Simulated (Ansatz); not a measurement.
An Ansatz (an electronic-structure program) input (LDA in Ansatz (plane waves to 420 eV, PAW, no spin-orbit coupling)):

Ansatz 0.2 input:
```yaml
crystal:
  lattice:
    - [3.2387836873, 0, 0]
    - [0, 3.2387836873, 0]
    - [1.6193918436, -1.6193918436, 2.2228080873]
  atoms:
    - { symbol: B, position: [0, 0, 0] }
    - { symbol: P, position: [0.75, 0.75, 0.5] }
basis: { ecutwfc: 420, ecutrho_ratio: 4, xc_grid: 2, fft_grid_basis: typed }
kpoints: { mp_grid: { grid: [13, 13, 13] } }
hamiltonian:
  xc: lda
  dispersion: none
  pseudopotentials: { kind: paw }
scf: { occupations: { method: fermi_dirac, width: 0.05 } }
relax: { f_tol: 0.005, max_steps: 50, cell: { stress_tol: 0.01, fix: [a, b, gamma] } }
output: { forces: true, stress: true }
checkpoint: { write: state.ck, write_every: 1000 }
```

### Question
Which symmetry and how many k-points will the program report, and about how many plane waves at Γ?

### Answer
Space group I-4m2 (ITA 119) with 8 operations, k-points 196 of 2197, and 459 plane waves at Γ.

### Question
And the final pressure?

### Answer
-5.02 GPa (compression positive).

The cells carry an imposed strain or load. Stability against distortions was not tested. The cell was made from BP in the zinc blende structure (space group F-43m, No. 216) by this change: biaxial strain +2.00 %, plane normal [001], relaxed out of plane.
